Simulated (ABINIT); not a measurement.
Band structure of KMgF3 (Pm-3m, 5 atoms in the cell).

```
KMgF3
1.0
    3.99000     0.00000     0.00000
    0.00000     3.99000     0.00000
    0.00000     0.00000     3.99000
K Mg F
1 1 3
Direct
  0.00000   0.00000   0.00000
  0.50000   0.50000   0.50000
  0.50000   0.00000   0.50000
  0.00000   0.50000   0.50000
  0.50000   0.50000   0.00000
```

Level of theory: PBE, PAW (JTH v2.0 PBE PAW) (plane waves; ABINIT).

Settings: pseudos = [K.GGA_PBE-JTH.xml, Mg.GGA_PBE-JTH.xml, F.GGA_PBE-JTH.xml]; ecut = 48 Ry; pawecutdg = 96 Ry; pawxcdev = 0; occopt = 3; tsmear = 0.05 eV; ngkpt = 4 4 4; nshiftk = 1; shiftk = 0 0 0; potentials = JTH v2.0 PBE PAW; kptopt = 1; nstep = 80; tolvrs1 = 1e-10.

The starting cell has typed, rounded lattice constants, without a prior relaxation at this level.

Predict the gap along the standard path and the places of the band edges.

The gap along the path is 7.29 eV, from R to Γ; the smallest direct gap on it is 7.61 eV.

Levels in eV from the top of the valence band on the SCF mesh, bands 17 to 24:
| point | 17 | 18 | 19 | 20 | 21 | 22 | 23 | 24 |
|---|---|---|---|---|---|---|---|---|
| Γ | -0.62 | -0.32 | -0.32 | -0.32 | 7.29 | 10.08 | 10.08 | 12.22 |
| X | -0.86 | -0.86 | -0.52 | -0.52 | 10.10 | 10.43 | 11.11 | 12.79 |
| M | -1.03 | -0.89 | -0.89 | -0.02 | 10.91 | 11.68 | 12.61 | 12.61 |
| R | -1.11 | 0.00 | 0.00 | 0.00 | 10.44 | 10.44 | 10.44 | 13.98 |
